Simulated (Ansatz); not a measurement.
# Hypothetical simple cubic Ag, pressure series

The reference is Ag in the simple cubic structure (space group Pm-3m, No. 221; a = 2.750 Å; a hypothetical phase, not in the database extracts checked).

Cell and atoms are relaxed at each pressure.

Computed with plane-wave PAW DFT at the PBE level (Ansatz, a quantum-chemistry and plane-wave program, 420 eV), spin-orbit coupling left out.

```tsv
pressure (GPa)	volume per atom (Å³/atom)
-2	21.508
0	20.805
0.3	20.712
0.7	20.593
1.5	20.370
3	19.986
5	?
7.5	19.064
10	18.651
```

Question: Fit the third-order Birch–Murnaghan form P(V) = (3B₀/2)[(V₀/V)^(7/3) − (V₀/V)^(5/3)]·[1 + (3/4)(B₀′ − 4)((V₀/V)^(2/3) − 1)] (squares taken in P) to the rows shown and predict the withheld row.

Answer: Least squares on the printed values gives V₀ = 20.805 Å³/atom, B₀ = 66.4 GPa, B₀′ = 5.9; this predicts 19.542 Å³/atom, and the run gives 19.541 Å³/atom, in agreement.

Load acts through the strain it causes; cell and atoms are relaxed under it. Stability against distortions was not tested. Competing high-pressure phases were not computed.
